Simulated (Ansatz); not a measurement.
Given:

```
CELL_PARAMETERS angstrom
      3.70835     0.00000     0.00000
      1.85417     3.21152     0.00000
      0.00000     0.00000     5.74802
ATOMIC_POSITIONS crystal
  Sn 0.00000 0.00000 0.00000
  S  0.33333 0.33333 0.25478
  S  0.66667 0.66667 0.74522
```

No spin polarisation.

Method: PBE-D3(BJ), PAW, 420 eV (Ansatz, a first-principles code; scalar-relativistic without spin-orbit coupling), earlier PAW set. Settings: 10×10×6 k-points, 0.05 eV Fermi–Dirac smearing.

Question: Predict the pressure (mean of the normal stresses, compression positive).

Answer: -9.8 kbar.

Question: What is the computed smallest direct gap?

Answer: 1.42 eV.

The cells carry an imposed strain or load. No phonon test of stability was made. The cell was made from SnS2 in the CdI2 type structure (space group P-3m1, No. 164; layered, stacked along the Cartesian z axis) by this change: biaxial strain +1.06 %, plane normal [001], relaxed out of plane.
